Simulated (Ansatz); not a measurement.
Consider VBiO4 (space group I4_1/a, No. 88; a = 5.1214 Å, c = 11.6213 Å). Axes: x, y, z lie along a, b, c of the conventional cell.

All numbers come from r2SCAN (Ansatz, a first-principles code, PAW, without spin-orbit coupling).

Before the change:

The shortest interatomic distance comes out as 1.723 Å and the pressure is 0.00 GPa.

One thing is altered: strain tensor (xx, yy, zz, yz, xz, xy) = (−1.03, −1.05, −1.74, +0.47, +0.24, +0.27) %, atoms relaxed at fixed cell.

### Question
Estimate the effect on the shortest interatomic distance.

### Answer
The shortest interatomic distance drops by 0.0098 Å to 1.714 Å.

### Question
What does the calculation give for the energy relative to the base after the change?

### Answer
The energy goes up by 8.8 meV/atom.

### Question
How does this affect the pressure?

### Answer
The pressure (mean of the normal stresses, compression positive) goes from zero to 5.86 GPa.

No phonon test of stability was made. Starting moments died away, wholly or in part, for the base; another magnetic solution may exist. All final runs are without spin polarisation.
